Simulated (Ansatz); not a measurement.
**The (111)B surface of zinc-blende InAs, As-terminated, 2x2 with 3 H on 4 top atoms (bottom of the slab: 3 H on 4 bottom sites)**

Computed with PBE (plane waves to 420 eV, PAW; Ansatz, a first-principles code).

Set-up: 38 atoms, 15.0 Å thick at the start with caps and adatoms; mesh 3x3x1; 0.025 eV smearing; dipole correction on; 8 atoms held, the rest relaxed; held to the start's symmetry, so lower structures may exist; no spin, no spin-orbit, no U.

```
Item                                                                     Result
-----------------------------------------------  ------------------------------
gap of the slab on its k-mesh                                           0.32 eV
highest filled level below the top vacuum level                         4.68 eV
energy released by relaxation                                           1.00 eV
cost                                             around 40 core-minutes (rough)
```
